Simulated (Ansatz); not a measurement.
Consider the following.

```
Si
1.0
    3.91400     0.00000     0.00000
    1.95700     3.38962     0.00000
    1.95700    -1.12987     3.12239
Si
2
Cartesian
  0.00000   0.00000  -0.00879
  3.91400   0.00000   2.35058
```

No spin polarisation.

All numbers come from r2SCAN (Ansatz, a program for electronic structure, PAW, no spin-orbit coupling). Γ-centred 10×10×10 mesh, Fermi–Dirac width 0.05 eV.

Question: What is the computed smallest direct gap?

Answer: 2.51 eV.

Question: Estimate the hole mass.

Answer: 0.10 mₑ out of plane, 0.52 mₑ in plane (at Γ).

Question: Predict the band gap.

Answer: 0.67 eV.

Question: What mean in-plane stress (compression positive) does the calculation give?

Answer: -3.6 GPa.

The cells carry an imposed strain or load. Masses are band curvatures over ±0.01 Å⁻¹ around the edge. Stability against distortions was not tested. The cell was made from Si in the diamond structure (space group Fd-3m, No. 227) by this change: biaxial strain +1.67 %, plane normal [111], relaxed out of plane.
